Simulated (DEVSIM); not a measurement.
Device: abrupt GaAs n-p junction, at 300 K.

```
layer (left to right)  material  thickness (μm)  Nd (cm⁻³)  Na (cm⁻³)  τn (s)  τp (s)
---------------------  --------  --------------  ---------  ---------  ------  ------
1                          GaAs           0.150     7.4e15          -  1.3e-9  1.3e-9
2                          GaAs           0.900          -     2.6e15  1.3e-9  1.3e-9
```

Left contact: ohmic. Right contact: ohmic. Voltage is applied to the left contact. Recombination: SRH at mid-gap, radiative, Auger. Mobility is μmin + (μ − μmin)/(1 + (N/Nref)^α).

The device is made up for the run: typed textbook-type constants, with dimensions and the other settings drawn at random. Values at 300 K.

```
parameter        GaAs
-------------  ------
gap (eV)        1.424
affinity (eV)    4.07
permittivity     12.9
Nc (cm⁻³)      4.7e17
Nv (cm⁻³)        9e18
μn (cm²/Vs)      8500
μp (cm²/Vs)       400
μn,min            500
μp,min             20
Nref,n           6e16
Nref,p         1.5e17
αn               0.39
αp               0.38
B (cm³/s)       2e-10
Cn (cm⁶/s)      1e-30
Cp (cm⁶/s)      1e-30
```

Simulated with DEVSIM: 1D drift-diffusion, Boltzmann statistics, complete ionisation; no tunnelling, impact ionisation, image-force lowering or self-heating.

### Question
Tabulate band edges, carrier densities and field at zero bias.

### Answer
Energies count from the Fermi level of the right contact; mesh points crowd at the junctions.

```
x (μm)   Ec (eV)  Ev (eV)  n (cm⁻³)  p (cm⁻³)  field (V/cm)
-------  -------  -------  --------  --------  ------------
0.000      0.107   -1.317    7.4e15     < 1e2         11000
0.01135    0.120   -1.304    4.5e15     < 1e2         11000
0.02800    0.140   -1.284    2.1e15     < 1e2         12000
0.04817    0.167   -1.257    7.5e14     < 1e2         14000
0.08092    0.218   -1.206    1.0e14     < 1e2         17000
0.1083     0.270   -1.155    1.4e13     < 1e2         20000
0.1269     0.309   -1.115    3.0e12     < 1e2         22000
0.1457     0.352   -1.071    5.6e11     < 1e2         24000
0.1554     0.376   -1.048    2.3e11     < 1e2         24000
0.1699     0.411   -1.013    5.9e10     < 1e2         24000
0.1913     0.461   -0.963     8.5e9       600         23000
0.2391     0.567   -0.857     1.4e8     36000         21000
0.2930     0.676   -0.748   2000000   2500000         19000
0.3821     0.834   -0.590      4600     1.1e9         16000
0.5499     1.052   -0.372     < 1e2    5.1e12          9900
0.7263     1.172   -0.252     < 1e2    5.3e14          3900
0.8381     1.200   -0.224     < 1e2    1.6e15          1400
0.9141     1.208   -0.216     < 1e2    2.1e15           660
0.9814     1.211   -0.213     < 1e2    2.4e15           360
1.012      1.212   -0.212     < 1e2    2.5e15           290
1.032      1.213   -0.211     < 1e2    2.6e15           270
1.050      1.213   -0.211     < 1e2    2.6e15           260
```
